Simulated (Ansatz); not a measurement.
We consider Ga3AlAs4 (model structure, P-4m2, No. 115, 8 atoms in the cell), described by LDA (Ansatz, an electronic-structure program, plane waves, PAW).

Settings: plane-wave cutoff 520 eV, 8×8×4 k mesh (along the axes of the cell as run), Fermi–Dirac smearing 0.01 eV, scalar-relativistic PAW data made under PBE.

Cell (relaxed with PBEsol):

```
CELL_PARAMETERS angstrom
      4.00633     0.00000     0.00000
      0.00000     4.00633     0.00000
      0.00000     0.00000    11.31834
ATOMIC_POSITIONS crystal
  Ga 0.00000 0.00000 0.75039
  As 0.50000 0.00000 0.87523
  Ga 0.50000 0.50000 0.00000
  As 0.00000 0.50000 0.12477
  Ga 0.00000 0.00000 0.24961
  As 0.50000 0.00000 0.37485
  Al 0.50000 0.50000 0.50000
  As 0.00000 0.50000 0.62515
```

Question: Give the computed band gap.

Answer: 
- band gap: 0.59 eV (direct)

Note: the relaxation could raise the start's symmetry but not lower it, so the cell can be a saddle point; cell and atoms aren't relaxed at this level (largest force component 0.03 eV/Å, pressure -2.0 GPa).

Spin–orbit coupling is not included.

The computed numbers hold no vibrational or temperature effects.

Cost on a shared machine: roughly 30 core-seconds.

A model structure was made by putting elements into a prototype or built by hand; it is no filed structure, need not be a known phase, and can be a saddle point held by its symmetry.
